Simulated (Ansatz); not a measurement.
Given:

```
Mg2Ge
1.0
    0.00000     3.15780     3.15780
    3.15780     0.00000     3.15780
    3.15780     3.15780     0.00000
Ge Mg
1 2
Direct
  0.00000   0.00000   0.00000
  0.25000   0.25000   0.25000
  0.75000   0.75000   0.75000
```

No spin polarisation.

Calculations: PBEsol (Ansatz, a quantum-chemistry and plane-wave program), spin-orbit coupling left out, earlier PAW set. k-mesh 13×13×13 (Γ-centred); smearing 0.05 eV (Fermi–Dirac).

Estimate the electron mass.

0.55 mₑ along k, 0.18 mₑ across (at X).

Predict the band gap.

0.06 eV.

What is the computed gap character?

Indirect, Γ → X.

What is the computed pressure?

1.26 GPa.

The cells carry an imposed strain or load. Masses are band curvatures over ±0.01 Å⁻¹ around the edge. Along k means along the line from Γ to the band edge. Stability against distortions was not tested. The cell was made from Mg2Ge in the anti-fluorite structure (space group Fm-3m, No. 225) by this change: isotropic strain −0.76 %. The zero or small gap of Mg2Ge can change with the level of theory.
